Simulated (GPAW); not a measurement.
```xyz
1
Lattice="-1.5074 1.5074 1.5074 1.5074 -1.5074 1.5074 1.5074 1.5074 -1.5074" Properties=species:S:1:pos:R:3 pbc="T T T"
V      0.0000     0.0000     0.0000
```

Method of the run: PBE, GPAW PAW datasets PBE (gpaw-data 1.0.1) (plane waves; GPAW).

The set-up and first iterations of a GPAW log for V (Im-3m, 1 atom in the cell):

```
Input parameters:
  convergence: {density: 1e-08,
                eigenstates: 8e-18,
                energy: 8e-14}
  kpts: [11 11 11]
  maxiter: 120
  mode: {ecut: 800.0,
         name: pw}
  nbands: -5
  occupations: {name: methfessel-paxton,
                order: 0,
                width: 0.1}
  symmetry: {symmorphic: False,
             tolerance: 0.0005}
  xc: PBE

species:
  V:
    name: Vanadium
    Z: 23.0
    valence: 13
    core: 10
    charge: 0.0
    file: V.PBE.gz

    # Using partial waves for V as LCAO basis

Reference energy: -25820.495562  # eV

Spin-paired calculation

Convergence criteria:
 Maximum [total energy] change in last 3 cyles: 8e-14 eV / valence electron
 Maximum integral of absolute [dens]ity change: 1e-08 electrons / valence electron
 Maximum integral of absolute [eigenst]ate change: 8e-18 eV^2 / valence electron
 Maximum number of scf [iter]ations: 120

Symmetries present (total): 48
   [... lines left out ...]
  Cutoff energy: 800.000 eV
  Number of coefficients (min, max): 682, 718
  Pulay-stress correction: 0.000000 eV/Ang^3 (de/decut=0.000000)

Occupation numbers: Methfessel-Paxton:
  width: 0.1000  # eV
  order: 0

Eigensolver

Densities:
  Coarse grid: 18*18*18 grid
  Fine grid: 36*36*36 grid
  Total Charge: 0.000000

Density mixing:
  Method: separate
  Backend: pulay
  Linear mixing parameter: 0.05
  old densities: 5
  Damping of long wavelength oscillations: 50

Hamiltonian:
  XC and Coulomb potentials evaluated on a 36*36*36 grid
  External potential:
    NoExternalPotential

XC parameters: PBE with 2 nearest neighbor stencil

Number of atoms: 1
Number of atomic orbitals: 13
Number of bands in calculation: 11
Number of valence electrons: 13
Bands to converge: occupied

Density initialized from atomic densities
  11 bands from LCAO basis set

Atomic positions and initial magnetic moments

Positions:
   0 V      0.000000    0.000000    0.000000    ( 0.0000,  0.0000,  0.0000)

Unit cell:
           periodic     x           y           z      points  spacing
  1. axis:    yes   -1.507425    1.507425    1.507425    18     0.1184
  2. axis:    yes    1.507425   -1.507425    1.507425    18     0.1184
  3. axis:    yes    1.507425    1.507425   -1.507425    18     0.1184

  Lengths:   2.610937   2.610937   2.610937
  Angles:  109.471221 109.471221 109.471221

Effective grid spacing dv^(1/3) = 0.1329
     iter     time        total  log10-change:
                         energy   eigst   dens
iter:   1 --:--:--    -8.800917
iter:   2 --:--:--    -8.767788   -0.34  -1.44
iter:   3 --:--:--    -8.655025   -0.45  -1.47
iter:   4 --:--:--    -8.529995   -2.03  -1.65
iter:   5 --:--:--    -8.522453   -2.80  -1.87
```

Q: Will this run converge, and how will it end?

A: The run ended unconverged after 120 iterations. It gives no final result for the task that was set. The log goes on:

```
   [... 20 lines left out ...]
iter:  26 --:--:--    -8.509556  -13.82  -7.04
iter:  27 --:--:--    -8.509556  -13.39  -7.06
iter:  28 --:--:--    -8.509556  -14.34  -7.68
   [... lines left out ...]
iter: 119 --:--:--    -8.509556  -20.29c -10.88c
iter: 120 --:--:--    -8.509556  -20.71c -11.22c

Did not converge!

Here are some tips:

1) Make sure the geometry and spin-state is physically sound.
2) Use less aggressive density mixing.
3) Solve the eigenvalue problem more accurately at each scf-step.
4) Use a smoother distribution function for the occupation numbers.
5) Try adding more empty states.
6) Use enough k-points.
7) Don't let your structure optimization algorithm take too large steps.
8) Solve the Poisson equation more accurately.
9) Better initial guess for the wave functions.

See details here:

    https://gpaw.readthedocs.io/documentation/convergence.html
Traceback (most recent call last):
   [... frames left out ...]
gpaw.KohnShamConvergenceError: Did not converge!  See text output for help.
```

The starting cell has typed, rounded lattice constants, without a prior relaxation at this level. Its lattice was rescaled by up to half a per cent.

The run was DFT PBE, plane waves, GPAW PAW datasets PBE (gpaw-data 1.0.1). Main settings of its input:

- mode: pw
- ecut: 800 eV
- xc: PBE
- kpts: 11 11 11
- mesh shift (steps): 0 0 0
- occupations.name: methfessel-paxton
- occupations.width: 0.1 eV
- occupations.order: 0
- nbands: -5
- convergence.energy: 8e-14 eV/electron
- convergence.density: 1e-08 e/electron
- convergence.eigenstates: 8e-18
